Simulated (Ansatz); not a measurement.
N on the 1x1 (0001) surface of beta Si3N4 (cut with top plane 4 N + 3 Si), one in a 1x1 cell, started at the site 'over N at depth 1.7 Å'

Host crystal: beta Si3N4, with a band gap (PBE, scalar-relativistic without spin-orbit coupling).

Calculation: PBE (plane waves to 420 eV, PAW; Ansatz, a program for electronic structure).

Model: 43-atom slab, 7.8 Å thick at the start under the adsorbate (thin: gaps and levels are the slab's own), 3x3x1 mesh, Fermi-Dirac 0.01 eV, dipole correction, 21 atoms held, the rest relaxed; symmetry of the start imposed; spin-polarised, ending with about 1.0 μB a cell; orders that need a larger cell were not tried, no spin-orbit, no U, no dispersion correction. At the end it is bonded to N. In PBE this state lies 4.94 eV over the lowest of the starts that converged ('over Si at depth 1.6 Å', where the adsorbate paired with a surface N atom).

```yaml
energy of the end state, in which the adsorbate paired with a surface N atom, against ½ N2(g): 5.71 eV
gap_of_the_slab_on_its_k_mesh: 0.13 eV
highest_filled_level_below_the_top_vacuum_level: 4.97 eV
change_of_the_step_from_the_bottom_to_the_top_vacuum_level_against_the_clean_slab: 0.59 eV
energy_released_by_relaxation: 1.10 eV
height of the binding atom over the mean of the host atoms within 0.3 Å of the top one: 0.051 Å
magnetic_moment_of_the_cell: 1.00 μB
largest_move_of_a_host_atom: 0.35 Å
caution: the clean host was not checked against rearrangement in a larger or rattled cell
cost: very roughly 24 core-minutes
```

A negative adsorption energy means that the adsorbate is more stable on the surface than in its reference.
